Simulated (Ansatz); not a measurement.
**ZnSnO₃ (R3c, No. 161, 10 atoms in the cell; start mp-13334)**

Level of theory: HSE06 (plane waves, PAW; Ansatz, a quantum-chemistry and plane-wave program).

Numerical settings: plane-wave cutoff 460 eV, 6×6×6 k mesh, Fermi–Dirac smearing 0.01 eV, scalar-relativistic PAW data made under PBE.

Cell (relaxed with PBEsol):

```yaml
crystal:
  lattice:
    - [2.63890, 1.52357, 4.67011]
    - [-2.63890, 1.52357, 4.67011]
    - [0.00000, -3.04714, 4.67011]
  atoms:
    - { symbol: Zn, position: [0.28471, 0.28471, 0.28471] }
    - { symbol: Zn, position: [0.78471, 0.78471, 0.78471] }
    - { symbol: Sn, position: [0.00222, 0.00222, 0.00222] }
    - { symbol: Sn, position: [0.50222, 0.50222, 0.50222] }
    - { symbol: O, position: [0.89475, 0.21105, 0.60585] }
    - { symbol: O, position: [0.60585, 0.89475, 0.21105] }
    - { symbol: O, position: [0.21105, 0.60585, 0.89475] }
    - { symbol: O, position: [0.10585, 0.71105, 0.39475] }
    - { symbol: O, position: [0.71105, 0.39475, 0.10585] }
    - { symbol: O, position: [0.39475, 0.10585, 0.71105] }
```

```yaml
band_gap: 3.05 eV (on the SCF k mesh)
```

Note: cell and atoms aren't relaxed at this level (pressure -1.4 GPa).

Spin–orbit coupling is not included.

Static lattice: no zero-point or thermal effects.

Computing time: around 9 core-minutes (rough).

A start named mp-… is a Materials Project structure, which need not be a measured phase.
